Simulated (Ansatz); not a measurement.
Start from GaN in the zinc blende structure (space group F-43m, No. 216; a = 4.4982 Å).

Level of theory: Ansatz (an electronic-structure program) r2SCAN, scalar-relativistic without spin-orbit coupling, earlier PAW set.

Base values:

```
Item                  Result
-------------------  -------
Band gap             2.17 eV
Lattice parameter a  4.498 Å
```

Modification: full substitution N → Sb; the structure is relaxed again.

Tabulated Pauling electronegativity and covalent radius: N 3.04, 0.71 Å; Sb 2.05, 1.39 Å.

Problem. How does this affect the band gap?

Solution. The band gap decreases by 1.754 eV (2.17 eV → 0.41 eV).

Problem. What does the calculation give for the lattice parameter a after the change?

Solution. The lattice parameter a rises by 1.635 Å (4.498 Å → 6.133 Å).

With Sb present, leaving out spin-orbit coupling can change the band edges. Whether these cells are dynamically stable was not tested. This is not the structure that GaN has at room temperature and ambient pressure.
